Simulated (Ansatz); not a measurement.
Start from BAs in the zinc blende structure (space group F-43m, No. 216).

```yaml
crystal:
  lattice:
    - [0.00000, 2.39195, 2.39195]
    - [2.39195, 0.00000, 2.39195]
    - [2.39195, 2.39195, 0.00000]
  atoms:
    - { symbol: As, position: [0.75000, 0.75000, 0.75000] }
    - { symbol: B, position: [0.00000, 0.00000, 0.00000] }
```

The values are results of plane-wave PAW DFT at the r2SCAN level (Ansatz, a quantum-chemistry and plane-wave program, 500 eV), no spin-orbit coupling, not measurements.

For the base:

```
Item                                          Value
-------------------  ------------------------------
Gap character        indirect, Γ → Γ–X (76 % along)
Hole mass                0.21, 0.22, 0.22 mₑ (at Γ)
Smallest direct gap                         3.44 eV
Lattice parameter a                         4.784 Å
```

Perturbation: every As is replaced by N; the structure is relaxed again.

Question: What does the calculation give for the gap character after the change?

Answer: The gap character becomes indirect, Γ → X (base: indirect, Γ → Γ–X (76 % along)).

Question: How does this affect the hole mass?

Answer: The hole mass (degenerate bands, along [100]) becomes 0.48, 0.51, 0.51 mₑ (at Γ) (base: 0.21, 0.22, 0.22 mₑ (at Γ)).

Question: How does this affect the smallest direct gap?

Answer: The smallest direct gap rises by 6.15 eV, from 3.44 eV to 9.59 eV.

Question: Predict the new lattice parameter a.

Answer: The lattice parameter a decreases by 1.174 Å, from 4.784 Å to 3.610 Å.

Masses are band curvatures over ±0.01 Å⁻¹ around the edge. Whether these cells are dynamically stable was not tested.
